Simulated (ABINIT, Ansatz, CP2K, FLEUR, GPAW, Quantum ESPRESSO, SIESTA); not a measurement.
**RbP₂Ru₂ (I4/mmm, 5 atoms in the cell) computed with different codes at matched settings**

Self-consistent single point, at a second geometry (lattice scaled by 0.98). First geometry:

```xyz
5
Lattice="-2.0158 2.0158 6.6059 2.0158 -2.0158 6.6059 2.0158 2.0158 -6.6059" Properties=species:S:1:pos:R:3 pbc="T T T"
Rb     0.0000     0.0000     0.0000
P      0.0000     0.0000     4.4060
P      0.0000     0.0000     8.8058
Ru     0.0000     2.0158     3.3030
Ru     2.0158     0.0000     3.3030
```

Shared settings, as Ansatz (a first-principles code) writes them: kpoints.mp_grid.grid = 7 7 7; scf.occupations.method = fermi_dirac; scf.occupations.width = 0.1 eV. Potentials and cutoffs stand in the table.

```csv
code,model,ΔF from the first geometry (meV/atom),pressure (GPa),largest force (eV/Å),cutoff
Ansatz,"LDA (PW92), PAW files made with PBE",-4.5,3.21,0.804,default
GPAW,"LDA (Perdew-Wang 92), GPAW PAW datasets LDA (gpaw-data 1.0.1)",-3.3,3.34,0.850,600 eV
ABINIT,"LDA (PW92), PAW (JTH v2.0 LDA PAW)",-3.1,3.41,0.802,571 eV
SIESTA,"LDA PW92, numerical atomic orbitals DZP, PseudoDojo LDA standard norm-conserving potentials (rewritten from UPF to PSML)",16.9,6.39,1.305,grid 300 Ry
FLEUR,"LDA (Perdew-Zunger), all-electron FLAPW (FLEUR), scalar-relativistic valence",-0.7,–,0.906,Kmax 4.1 1/bohr
CP2K,"LDA (Pade form), GPW, DZVP-MOLOPT-SR-GTH basis, GTH-PADE potentials (GTH_POTENTIALS)",-14.9,2.03,0.843,grid 500 Ry
Quantum ESPRESSO,"LDA (PZ), GBRV 1.5 ultrasoft (LDA) pseudopotentials",-4.1,3.31,0.822,40 Ry
```

A dash marks a value that a program does not give, or that is left out as unsure.

On Ansatz's run: spin polarisation is off; with an odd number of electrons in the cell that forces a metal, and a magnetic state may lie lower.

The spread over the programs that give each value: ΔF from the first geometry within 31.8 meV/atom; pressure within 4.36 GPa; largest force within 0.503 eV/Å.

SIESTA and CP2K use small atom-centred bases, whose incompleteness enters pressures, forces and empty levels differently from a plane-wave cutoff. FLEUR treats all electrons, but the usual bases taken here (sphere radii, linearisation, local orbitals, empty states) were not tested for convergence, so the values are no reference for the others. Ansatz's pressure is given at a fixed set of plane waves, as the other plane-wave codes print theirs; with its correction for the finite basis it is 3.31 GPa. The same LDA comes in different parametrisations, which differ slightly. In the pressure, SIESTA (by 3.07) and CP2K (by 1.30) lie more than 1 GPa from the median of the plane-wave programs. In the force vectors, SIESTA (by 0.492) and FLEUR (by 0.093) lie more than 0.08 eV/Å from the median of the plane-wave programs.

The starting cell comes from a database of computed structures (which also holds hypothetical and non-ambient phases and stackings), without a prior relaxation at this level. For this run, on top of that: lattice scaled by 0.98.

Keys are those of Ansatz 0.2.
